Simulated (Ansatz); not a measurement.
System: interstitial Mg in zinc-blende InP (charge state +2). The step: one Mg atom jumps by itself; the atom moves 2.58 Å along (0.25, 0.25, -0.25) of the unit cell; the moving atom starts with neighbours 6 In at 3.13; 3 P at 2.56, P at 2.58 Å and ends with 3 In at 2.86, In at 2.86; P at 2.89, 4 P at 2.91, P at 2.92 Å. A PBE band in Ansatz (plane-wave PAW, one k-point at (0.250, 0.250, 0.250), 64 host sites, 44 SCF runs with any check of the saddle's order, static, no finite-size correction) gives a forward barrier of 0.91 eV. The program found a first-order saddle point. The charge state is imposed; whether it is stable for some Fermi level was not computed. Sites that were not tried may lie lower.

Single points at the band's start and saddle point can refine it. Rough cost of one point, in units of the band's mean SCF on the same machine:

```
Level                                                   Cost of one point
------------------------------------------------------  -----------------
PBE, a 2×2×2 k-point mesh shifted by half a step                  about 5
r2SCAN at 500 eV, one k-point at (0.250, 0.250, 0.250)            about 3
```

**Question.** Which of these move the barrier by more than 0.1 eV, and how far does each move it?

**Answer.** Not one does. PBE, a 2×2×2 k-point mesh shifted by half a step: 0.00 eV; r2SCAN at 500 eV, one k-point at (0.250, 0.250, 0.250): +0.08 eV. Each functional is compared with PBE at the same k-points.

Ansatz is a quantum-chemistry and plane-wave program.
